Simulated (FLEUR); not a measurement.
A self-consistent single point of CdCo₃N (Pm-3m, 5 atoms in the cell) with FLEUR.

Level of theory: FLEUR with PBEsol, all-electron FLAPW (FLEUR), scalar-relativistic valence.

```
CdCo3N
1.0
    3.85504     0.00000     0.00000
    0.00000     3.85504     0.00000
    0.00000     0.00000     3.85504
Cd Co N
1 3 1
Cartesian
  0.00000   0.00000   0.00000
  1.92752   1.92752   0.00000
  0.00000   1.92752   1.92752
  1.92752   0.00000   1.92752
  1.92752   1.92752   1.92752
```
Moments meant for the start (each program seeds them in its own way; μB, in the order of the atoms Cd Co Co Co N): 0.0 3.0 3.0 3.0 0.0.

Reference input (self-consistent single point, DFT, PBEsol, all-electron FLAPW (FLEUR), scalar-relativistic valence): Kmax = 4.7 1/bohr; GmaxXC = 14.1 1/bohr; xcFunctional = PBEs; jspins = 2; l_soc = F; mode = gauss; fermiSmearingEnergy = 0.00499791 Htr; mesh (inpgen div1-3) = 6 6 6; inpgen gamma flag = true; Gmax = 14.1 1/bohr; numbands = 0; maxIterBroyd = 40. This run's input differs from it in these lines:

```diff
@@ -18,3 +18,3 @@
 &exco xctyp='PBEs' /
-&kpt div1=6 div2=6 div3=6 gamma=t /
+&kpt div1=5 div2=5 div3=5 /
 &end /
```

The program printed (abridged):

```
 Iteration:     1   Distance:      34.25545787 me/bohr^3
 Iteration:     2   Distance:      33.51056299 me/bohr^3
 Iteration:     3   Distance:      28.55002534 me/bohr^3
 Iteration:     4   Distance:      20.00978172 me/bohr^3
 Iteration:     5   Distance:      16.62180346 me/bohr^3
   [... 18 lines left out ...]
 Iteration:    24   Distance:       0.00007043 me/bohr^3
 Iteration:    25   Distance:       0.00009432 me/bohr^3
 Iteration:    26   Distance:       0.00001924 me/bohr^3
 Iteration:    27   Distance:       0.00000359 me/bohr^3
 Run finished successfully
 Stop message:
   Structural relaxation: Done

[file out, last iteration]
             iter=     28
[...]
          total density-effective poten   -1.5929843870E+04
          total charge density-energy d   -3.3419685956E+02
 Updated energy parameters for spin:           1
 Updated energy parameters for spin:           2
[...]
 fermi energy and band-weighting factors:

[...]
FERMIE:
          first approx. to ef    (T=0)  :   0.412475 htr   (energy of the highest occ. eigenvalue)
          number of occ. states  (T=0)  :        682
          first approx. to seigv (T=0)  : -31.856156 htr
          sum of weights of occ. states :  68.032000
          sum of semicore charge        :   0.000000 e
          fermi energy=   0.41289 har   work function= -11.23543 ev
   [... lines left out ...]
          total moment                 =     3.23041
 Direct bandgap for spin            1 :    1.9992619268730749E-002  Htr
 Direct bandgap for spin            2 :    9.6642458114273855E-003  Htr
 ---->    free energy=                     -9824.7716383392 htr
   [... lines left out ...]
 TOTAL FORCE FOR ATOM TYPE=  1  X=  0.000   Y=  0.000   Z=  0.000
                       FX_TOT= 0.000000 FY_TOT= 0.000000 FZ_TOT= 0.000000
 TOTAL FORCE FOR ATOM TYPE=  2  X=  3.642   Y=  3.642   Z=  0.000
                       FX_TOT= 0.000000 FY_TOT= 0.000000 FZ_TOT= 0.000000
 TOTAL FORCE FOR ATOM TYPE=  3  X=  3.642   Y=  3.642   Z=  3.642
                       FX_TOT= 0.000000 FY_TOT= 0.000000 FZ_TOT= 0.000000
 Structural relaxation: Done
```

The run converged in 27 iterations. FLEUR gives forces in its relaxation mode, with a further iteration, so its stop message speaks of a relaxation. Against the reference run the total energy falls by 3.6 meV/atom and the size of the net moment hardly changes (0.66 to 0.65 μB/atom).

The starting cell comes from a database of computed structures (which also holds hypothetical and non-ambient phases and stackings), without a prior relaxation at this level. The magnetic order is the one reached from the typed start; others were not searched systematically. Values depend on the basis (sphere radii, cutoffs, local orbitals), which need not be converged. The log's line on a gap gives a spacing of levels on this mesh, which the program prints for metals too.

Cost on one core of a shared machine: roughly 2 min.
